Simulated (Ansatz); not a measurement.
Fluorite HfO₂ (high-temperature phase), treated with r²SCAN (plane waves, PAW; Ansatz, a program for electronic structure).

Run with plane-wave cutoff 560 eV, 12×12×12 k mesh, Fermi–Dirac smearing 0.01 eV, scalar-relativistic PAW data made under PBE.

Cell (relaxed at this level):

```
CELL_PARAMETERS angstrom
      0.00000     2.52916     2.52916
      2.52916     0.00000     2.52916
      2.52916     2.52916     0.00000
ATOMIC_POSITIONS crystal
  Hf 0.00000 0.00000 0.00000
  O  0.25000 0.25000 0.25000
  O  0.75000 0.75000 0.75000
```

Q: What does this level give for the bulk modulus B0, band gap, direct gap at Γ and pressure derivative B′ of the bulk modulus?

A: 
* **bulk modulus B0**: 271 GPa
* **band gap**: 4.30 eV
* **direct gap at Γ**: 5.07 eV
* **pressure derivative B′ of the bulk modulus**: 4.2

Measured, for comparison: bulk modulus 242 ± 16 GPa (room temperature, not corrected to a static lattice, nanocrystalline cubic HfO2, second-order Birch-Murnaghan; as tabulated in High-pressure structural stability, equation of state, and thermal expansion …). Computed (rounded) less measured: bulk modulus +12 %.

Note: symmetry holds this phase in the static calculation, where it need not be a minimum; held by symmetry at 0 K, a high-temperature phase can be a saddle point.

Spin–orbit coupling is not included.

Computed values are for the static lattice.
